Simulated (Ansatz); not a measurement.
# Response to strain in hypothetical cubic perovskite KSrCl3

Consider KSrCl₃ in the cubic perovskite structure (space group Pm-3m, No. 221; a = 5.6767 Å; a hypothetical phase, not in the database extracts checked). Axes: x, y, z lie along the cube axes.

Strains are applied to the cell and any free atomic positions relax; under biaxial strain the out-of-plane vector relaxes too.

The values are results of PBE/PAW in Ansatz (a program for electronic structure), no spin-orbit coupling, not measurements.

Notes on the quantities. in-plane stress: mean in-plane stress (compression positive).

| case | in-plane stress | electron mass | smallest direct gap |
|---|---|---|---|
| base | – | 0.49 mₑ (at Γ) | 4.67 eV |
| biaxial strain −4.80 %, plane normal [110], relaxed out of plane | +2.1 GPa | 0.45 mₑ out of plane, 0.50 mₑ in plane (at Γ) | … |
| biaxial strain −1.02 %, plane normal [110], relaxed out of plane | +0.4 GPa | 0.49 mₑ (at Γ) | 4.66 eV |
| biaxial strain −2.85 %, plane normal [111], relaxed out of plane | +0.6 GPa | 0.47 mₑ out of plane, 0.50 mₑ in plane (at Γ) | 4.60 eV |
| biaxial strain +0.69 %, plane normal [111], relaxed out of plane | … | 0.49 mₑ (at Γ) | 4.64 eV |
| isotropic strain −1.78 % | – | … | 4.76 eV |

Problem. Complete the table.

Solution. 
- biaxial strain −4.80 %, plane normal [110], relaxed out of plane, smallest direct gap: 4.58 eV
- biaxial strain +0.69 %, plane normal [111], relaxed out of plane, in-plane stress: -0.1 GPa
- isotropic strain −1.78 %, electron mass: 0.48 mₑ (at Γ)

Masses are band curvatures over ±0.01 Å⁻¹ around the edge. Whether these cells are dynamically stable was not tested. Many cubic perovskites are stable only at high temperature; tilts and polar distortions were not tested.
